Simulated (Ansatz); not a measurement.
Base system: Ta₂O₅ (space group C2, No. 5; a cell from a computed database, its experimental status unchecked).

```yaml
crystal:
  lattice:
    - [2.96222, -2.53816, 0.00000]
    - [2.96222, 2.53816, 0.00000]
    - [-2.64989, 0.00000, 5.10193]
  atoms:
    - { symbol: Ta, position: [0.23122, 0.15098, 0.29224] }
    - { symbol: Ta, position: [0.84902, 0.76878, 0.70776] }
    - { symbol: O, position: [0.63318, 0.22415, 0.65149] }
    - { symbol: O, position: [0.77585, 0.36682, 0.34851] }
    - { symbol: O, position: [0.24126, 0.11196, 0.95629] }
    - { symbol: O, position: [0.88804, 0.75874, 0.04371] }
    - { symbol: O, position: [0.27242, 0.72758, 0.50000] }
```

Cartesian axes are those of the cell as printed.

Perturbation: biaxial strain −0.89 %, plane normal [001], relaxed out of plane (Cartesian); in-plane vectors clamped, the third vector and the atoms free.

Levels (all Ansatz, an electronic-structure program, PAW): PBEsol (420 eV, no spin-orbit coupling); r2SCAN (500 eV, without spin-orbit coupling).

The geometry is relaxed with PBEsol.

| Item | Value |
|---|---|
| PBEsol smallest direct gap | 2.79 eV |
| PBEsol lowest conduction level above the VBM at special points | V₂ 2.35 eV; M₂ 2.79 eV; Y₂ 2.80 eV; C 2.80 eV |
| PBEsol gap character | indirect, M₂ → V₂ |

With r2SCAN at the same geometry, the smallest direct gap goes up by 0.46 eV, from 2.79 eV to 3.25 eV; the lowest conduction level above the VBM at special points becomes V₂ 2.77 eV; M₂ 3.25 eV; Y₂ 3.23 eV; C 3.23 eV (PBEsol: V₂ 2.35 eV; M₂ 2.79 eV; Y₂ 2.80 eV; C 2.80 eV); the gap character is still indirect, M₂ → V₂.

Single points use the geometry relaxed with PBEsol. With Ta present, leaving out spin-orbit coupling can change the band edges. Whether these cells are dynamically stable was not tested.
